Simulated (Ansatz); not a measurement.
**Response to strain in Pt**

The reference is Pt in the fcc (Cu type) structure (space group Fm-3m, No. 225; a = 3.9403 Å).

Strains are applied to the cell and any free atomic positions relax.

All numbers come from Ansatz (an electronic-structure program), r2SCAN, PAW, cutoff 500 eV, scalar-relativistic without spin-orbit coupling.

```tsv
isotropic strain (%)	pressure (GPa)
-3.8	43.1
-2.79	29.0
0	0.0
1.26	?
4.6	-25.2
```

Q: Fit P = P₀ − Bδ + Cδ² with δ = (1 + ε)³ − 1 to the rows shown and predict the withheld row.

A: Least squares on the printed values gives P₀ = -0.2 GPa, B = 297 GPa, C = 861 GPa (largest residual 0.6 GPa); this predicts -10.4 GPa, and the run gives -9.2 GPa, 1.2 higher.

Stability against distortions was not tested. The final runs are not spin-polarised. Pt lies near a magnetic instability that expansion can trigger; it was not tested.
